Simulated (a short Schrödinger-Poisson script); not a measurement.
Solved with a short Schrödinger-Poisson script written for these runs: 1D Poisson equation in equilibrium, electrons quantum, Hartree plus LDA exchange-correlation (BenDaniel-Duke, 40 states a valley, the channel's in-plane mass for all, wave functions free to enter the barrier), parabolic valleys, classical holes, full ionisation, no traps, pinning or gate leakage.

Stack: gated Al0.33Ga0.67As/GaAs δ-doped gas, at 20 K.

From the gate side: 20 nm Al0.33Ga0.67As; 2 nm Al0.33Ga0.67As; 6000 nm GaAs, acceptors 4e15 cm⁻³.

Constants are typed, rounded textbook-type inputs, not results; the design itself was drawn at random and stands for no fabricated device. Al0.33Ga0.67As: permittivity 11.96, conduction-band edge (eV) 0.261, gap (eV) 1.836, electron mass (mₑ) 0.0944, Nv at 300 K (cm⁻³) 9e18. GaAs: permittivity 12.9, conduction-band edge (eV) 0, gap (eV) 1.424, Nv at 300 K (cm⁻³) 9e18.

Channel valleys (confinement mass, in-plane density-of-states mass, number): Γ 0.067, 0.067, 1. At the gate the conduction-band edge of layer 1 lies 1.01 eV − eVg above the Fermi level of the channel; the field vanishes at the back. Sheet of ionised δ-doping: +3.8e12 e/cm² at 20 nm from the gate. The barrier under the gate holds no holes. Gaps are held at their typed values at every temperature. Mesh 0.08 nm at interfaces.

Question: Give the gate voltage at 1e11 electrons/cm² (V); the sheet density of all electrons at Vg = 0.5 V (cm⁻²); the lowest subband against the Fermi level at Vg = 0.5 V (meV).

Answer: gate voltage at 1e11 electrons/cm² (V): -0.22; sheet density of all electrons at Vg = 0.5 V (cm⁻²): 1.94e12; lowest subband against the Fermi level at Vg = 0.5 V (meV): -66.1.
